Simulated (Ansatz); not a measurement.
**A computed series for PbTe: response to strain**

Consider PbTe in the rock salt structure (space group Fm-3m, No. 225; a = 6.5343 Å). Axes: x, y, z lie along the cube axes.

Strains are applied to the cell and any free atomic positions relax; under biaxial strain the out-of-plane vector relaxes too.

Calculations: r2SCAN (Ansatz, a program for electronic structure), no SOC.

Notes on the quantities. energy relative to the base: free energy F.

| biaxial strain, plane normal [111], relaxed out of plane (%) | energy relative to the base (meV/atom) |
|---|---|
| 0 | 0.0 |
| 0.42 | ? |
| 0.83 | 0.9 |
| 1.25 | 2.1 |
| 1.67 | 3.7 |
| 2.08 | 5.6 |
| 2.5 | 8.1 |

### Question
Fit ΔE = Aε² + Bε³ (ε in %) to the rows shown and predict the withheld row.

### Answer
Least squares on the printed values gives A = 1.36 and B = -0.028 meV/atom (largest residual 0.0 meV/atom); this predicts 0.2 meV/atom, and the run gives 0.2 meV/atom, in agreement.

No phonon test of stability was made.
